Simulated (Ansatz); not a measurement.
Consider the following.

End structure of the (111)A surface of zinc-blende CdTe, Cd-terminated, 2x2 with 3 H on 4 top atoms (bottom of the slab: 2 H on 4 bottom sites):

```
CELL_PARAMETERS angstrom
      9.36209     0.00000     0.00000
     -4.68105     8.10781     0.00000
      0.00000     0.00000    32.00000
ATOMIC_POSITIONS crystal
  Te 0.99745 0.00251 0.31571
  Te 0.50229 0.99771 0.29578
  Te 0.00230 0.49770 0.29579
  Te 0.49749 0.50255 0.31571
  Cd 0.34961 0.15039 0.33504
  Cd 0.81327 0.18667 0.33499
  Cd 0.31333 0.68673 0.33499
  Cd 0.84965 0.65035 0.33508
  Te 0.33333 0.16667 0.42441
  Te 0.83333 0.16667 0.42441
  Te 0.33333 0.66667 0.42441
  Te 0.83333 0.66667 0.42441
  Cd 0.16667 0.33333 0.45427
  Cd 0.66667 0.33333 0.45427
  Cd 0.16667 0.83333 0.45427
  Cd 0.66667 0.83333 0.45427
  Te 0.16672 0.33328 0.54321
  Te 0.66710 0.33478 0.54359
  Te 0.16522 0.83290 0.54359
  Te 0.66738 0.83262 0.54350
  Cd 0.00102 0.00203 0.57545
  Cd 0.49990 0.00010 0.57358
  Cd 0.00089 0.49911 0.57526
  Cd 0.49797 0.49898 0.57545
  Te 0.00552 0.01118 0.66372
  Te 0.50005 0.99995 0.66182
  Te 0.00558 0.49442 0.66357
  Te 0.48882 0.49448 0.66372
  Cd 0.34161 0.15839 0.70429
  Cd 0.81628 0.15848 0.70430
  Cd 0.34152 0.68372 0.70430
  Cd 0.83335 0.66665 0.67031
  H  0.00373 0.99640 0.26346
  H  0.50360 0.49627 0.26346
  H  0.33014 0.16986 0.75737
  H  0.84227 0.17108 0.75729
  H  0.32892 0.65773 0.75729
```

Slab: 37 atoms, 16.0 Å thick at the start with caps and adatoms; k 3x3x1, smearing 0.025 eV, dipole-corrected; 8 atoms held, the rest relaxed; symmetry of the start imposed; spin-polarised, no spin-orbit, no U. The slab shows no gap over 0.04 eV on its mesh. The starting moment vanished. It is one candidate, not shown to be the stable structure of the face.

Task: What is the computed work function of the top face (PBE run with Ansatz, an electronic-structure program)?

Result: 6.57 eV
